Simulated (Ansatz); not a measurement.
We consider CsCl-type PdIn, described by r²SCAN+rVV10 (Ansatz, an electronic-structure program, plane waves, PAW).

The input as run:

Ansatz 0.2 input:
```yaml
crystal:
  lattice:
    - [3.3153335392, 0.0, 0.0]
    - [0.0, 3.3153335392, 0.0]
    - [0.0, 0.0, 3.3153335392]
  atoms:
    - { symbol: In, position: [0.5, 0.5, 0.5] }
    - { symbol: Pd, position: [0.0, 0.0, 0.0] }
basis:
  ecutwfc: 560
  ecutrho_ratio: 4
  xc_grid: 3
kpoints:
  mp_grid: { grid: [18, 18, 18] }
hamiltonian:
  xc: r2scan
  dispersion: rvv10
  pseudopotentials: { kind: paw }
scf:
  occupations: { method: fermi_dirac, width: 0.05 }
  convergence: { dr2_threshold: 0.0000000002 }
output:
  forces: true
  stress: true
  eigenvalues: true
```

Task: How many irreducible k-points, plane waves at Γ does the program set up, and what pressure does the run end with?

Result: 220 irreducible k-points, 1045 plane waves at Γ; P = -7.00 GPa, so the cell is stretched on average and its volume would shrink at this level.

Excerpt of the program's output:

```
Crystal: 2 atoms, lattice volume = 36.440 Å³
Basis set: ecut = 560 eV, 1045 PW (Γ), exchange–correlation on 81×81×81 points (27 copies of the dense FFT grid, shifted against one another)
Bands: 20, of which v1, the nominal top of the filled ones, is band 16 counted from 1 (15 counted from 0)
Symmetry: 48 space group operations
Space group: Pm-3m (ITA 221), of the structure as read, at distance tolerance 3.3e-5 Å
k-points: 220 of 5832
Functional: x = r2scan, c = r2scan + rvv10(b = 11.95, C = 0.0093); τ floored in thin density (d = 2e-4 eV/Å³)
SCF iter   1: F=—  HF=-12595.160845 eV  |F-HF|=—  |Δ(HF+E_count)|=         —  Δρ=1.24e-2  dr2=4.26e-2  dr2_τ=1.03e-2
SCF iter   2: F=—  HF=-12595.169620 eV  |F-HF|=—  |Δ(HF+E_count)|=   8.77e-3  Δρ=6.33e-3  dr2=6.56e-3  dr2_τ=6.39e-4
  ...
SCF iter   8: F=—  HF=-12595.168197 eV  |F-HF|=—  |Δ(HF+E_count)|=   1.83e-8  Δρ=6.45e-7  dr2=2.12e-10  dr2_τ=6.50e-12
SCF iter   9: F=-12595.168197 eV  HF=-12595.168197 eV  |F-HF|=5.46e-12  |Δ(HF+E_count)|=  2.55e-11  Δρ=8.01e-8  dr2=1.05e-12  dr2_τ=5.08e-14
SCF 1 converged in 9 iterations: F = -12595.168197 eV  dr2 = 1.05e-12
SCF converged after 9 iterations
Free energy (F): -12595.168197 eV
Internal energy: -12595.162417 eV  (E = F + TS)
E sigma→0 (E₀):  -12595.165307 eV
Fermi energy:    15.849761 eV
--- Forces (eV/Å), atoms counted from 1 ---
  atom   1  In     0.00000000     0.00000000     0.00000000
  atom   2  Pd    -0.00000000    -0.00000000     0.00000000
--- Stress (GPa, compression-positive) ---
       -6.998641       0.000000       0.000000
        0.000000      -6.998641       0.000000
        0.000000       0.000000      -6.998641
  P = ⅓ Tr σ = -6.9986 GPa (-69.986 kbar)
```

The cell is one volume of an energy–volume scan, off the minimum.

The PAW data were made under PBE.
